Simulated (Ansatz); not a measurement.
# A computed series for Rh: response to strain

Take Rh in the fcc (Cu type) structure (space group Fm-3m, No. 225; a = 3.8000 Å) as the base. Axes: x, y, z lie along the cube axes.

Strains are applied to the cell and any free atomic positions relax; under biaxial strain the out-of-plane vector relaxes too; under stress the whole cell relaxes.

The values are results of Ansatz (a first-principles code) r2SCAN, no SOC, not measurements.

Notes on the quantities. pressure: mean of the normal stresses, compression positive; energy relative to the base: free energy F.

| change | pressure | energy relative to the base | shortest interatomic distance |
|---|---|---|---|
| base | 0.0 GPa | 0 meV/atom | 5.078 bohr |
| biaxial strain +1.29 %, plane normal [001], relaxed out of plane | -3.8 GPa | +6.4 meV/atom | 5.082 bohr |
| biaxial strain +0.38 %, plane normal [110], relaxed out of plane | -1.5 GPa | +0.7 meV/atom | 5.067 bohr |
| biaxial strain +3.46 %, plane normal [110], relaxed out of plane | -11.5 GPa | +54 meV/atom | 4.985 bohr |
| biaxial strain −4.16 %, plane normal [111], relaxed out of plane | 21.9 GPa | +106 meV/atom | 4.866 bohr |
| isotropic strain −1.04 % | 9.6 GPa | +12 meV/atom | 5.025 bohr |
| uniaxial strain ε_xx = +3.38 % | -8.4 GPa | +20 meV/atom | 5.078 bohr |
| uniaxial strain ε_yy = −3.88 % | 12.6 GPa | +31 meV/atom | 4.980 bohr |
| uniaxial stress, 2 GPa compression along z | – | +0.5 meV/atom | 5.067 bohr |
| tensor shear ε_xz = +1.97 % | 0.6 GPa | +13 meV/atom | 4.978 bohr |

A biaxial case was relaxed in a doubled cell and then solved in the primitive one. Without a gap, meshes like the base's 21×21×21 leave anisotropic stresses uncertain by several tenths of a GPa, and small strain energies with them. Stability under load was not tested beyond the relaxation. All final runs are without spin polarisation. Rh lies near a magnetic instability that expansion can trigger; it was not tested.
